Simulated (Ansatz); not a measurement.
A computed series for BaZrO3: response to strain

Base system: BaZrO3 in the cubic perovskite structure (space group Pm-3m, No. 221).

```
CELL_PARAMETERS angstrom
      4.20498     0.00000     0.00000
      0.00000     4.20498     0.00000
      0.00000     0.00000     4.20498
ATOMIC_POSITIONS crystal
  Ba 0.00000 0.00000 0.00000
  Zr 0.50000 0.50000 0.50000
  O  0.00000 0.50000 0.50000
  O  0.50000 0.50000 0.00000
  O  0.50000 0.00000 0.50000
```

Cartesian axes are those of the cell as printed.

Strains are applied to the cell and any free atomic positions relax; under biaxial strain the out-of-plane vector relaxes too.

The values are results of Kohn–Sham DFT with the r2SCAN functional, run in Ansatz (an electronic-structure program) with PAW and 500 eV plane waves, spin-orbit coupling left out, not measurements.

Candidates:
(a) uniaxial strain ε_zz = −2.08 %
(b) isotropic strain −4.30 %
(c) biaxial strain +0.44 %, plane normal [001], relaxed out of plane

Notes on the quantities. energy relative to the base: free energy F.

Task: Order them by energy relative to the base, lowest first.

Result: (c) biaxial strain +0.44 %, plane normal [001], relaxed out of plane (+0.6 meV/atom), (a) uniaxial strain ε_zz = −2.08 % (+6.9 meV/atom), (b) isotropic strain −4.30 % (+146 meV/atom)

Stability against distortions was not tested.
